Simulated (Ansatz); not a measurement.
Take PbO (space group P4/nmm, No. 129; a = 3.970 Å, c = 4.705 Å) as the base. Axes: x, y, z lie along a, b, c of the conventional cell.

All numbers come from PBEsol-D3(BJ) (Ansatz, a quantum-chemistry and plane-wave program, PAW, scalar-relativistic without spin-orbit coupling).

Strains are applied to the cell and any free atomic positions relax.

One change was made to it. Results:

The smallest direct gap falls by 0.05 eV to 1.92 eV; the pressure (mean of the normal stresses, compression positive) goes from zero to 0.56 GPa; the width of the top valence band drops by 0.02 eV (1.70 eV → 1.68 eV).

### Question
Which of these changes matches the shifts?
A) uniaxial strain ε_zz = −0.60 %
B) uniaxial strain ε_zz = −1.80 %
C) uniaxial strain ε_zz = −3.00 %

### Answer
B, uniaxial strain ε_zz = −1.80 %. For comparison, the pressure in the other runs: uniaxial strain ε_zz = −3.00 % gives 0.96 GPa; uniaxial strain ε_zz = −0.60 % gives 0.17 GPa.

Spin-orbit coupling, missing from the scalar runs, can matter with Pb. No phonon test of stability was made.
